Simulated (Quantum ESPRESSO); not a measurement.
## Pressure against volume in rock-salt ZrC (space group 225) (Quantum ESPRESSO, PBE)

```
ZrC
1.0
    0.00000     2.30822     2.30822
    2.30822     0.00000     2.30822
    2.30822     2.30822     0.00000
Zr C
1 1
Direct
  0.00000   0.00000   0.00000
  0.50000   0.50000   0.50000
```

Level of theory: PBE, GBRV 1.5 ultrasoft (PBE) pseudopotentials (plane waves; Quantum ESPRESSO 7.5). Settings: ecutwfc = 52 Ry; ecutrho = 416 Ry; occupations = smearing; smearing = fd; degauss = 0.0036749 Ry; potentials = {Zr: zr_pbe_v1.uspp.F.UPF, C: c_pbe_v1.2.uspp.F.UPF}; K_POINTS = automatic 21 21 21 0 0 0; conv_thr = 1e-10 Ry; mixing_beta = 0.7. The cell above is the first row's. The rows scale it uniformly. In all rows fractional positions and the k mesh are held.

| V (Å^3/atom) | P (GPa) |
|---|---|
| 12.298 | 14.75 |
| 12.565 | 8.98 |
| 12.833 | 3.78 |
| 13.100 | -0.91 |
| 13.367 | -5.15 |
| 13.635 | -8.96 |
| 13.902 | -12.41 |
| 14.169 | -15.51 |
| 14.437 | ? |

The 8 complete rows are fitted with a cubic, P against V. With u = V - 13.2, the rows have u = -0.9020, -0.6350, -0.3670, -0.1000, 0.1670, 0.4350, 0.7020, 0.9690. Least squares gives P = -2.551 - 16.0329·u + 3.1259·u² - 0.3970·u³. Residuals (row less fit): 0.005, -0.012, 0.006, 0.006, -0.007, 0.006, -0.007, 0.003; standard error 0.010 (degrees of freedom: 4). The fitted pressure is zero at V0 = 13.05, where dP/dV = -17.03, so B0 = -V0·dP/dV = 222 GPa.

**Question.** Estimate the missing P (V = 14.437); what did the run itself give?

**Answer.** u = 1.2370, so P = -2.551 - 16.0329 × 1.2370 + 3.1259 × 1.2370² - 0.3970 × 1.2370³ = -18.352 GPa. The calculation gives -18.30 GPa, 0.052 GPa above the prediction (0.2 % of the range of P in the table). The row lies outside the fitted rows, so this is an extrapolation. From the scatter of the fitted rows alone, a prediction at this place has a standard error of 0.026 GPa, so the miss is 2.0 times that.

Carrying the step between the two nearest rows on in a straight line would have given -18.62, off by 0.32; series whose last step already gives the withheld value aren't shown. The scan was laid around a cell of about the measured size, scaled by a guess for this functional. The runs keep the symmetry of the cell, so they don't test it for distortions. Cutoffs and mesh are single choices, not tested for convergence of this quantity. Series with a scatter that would blur these digits, or in which a gap closes, are not shown.
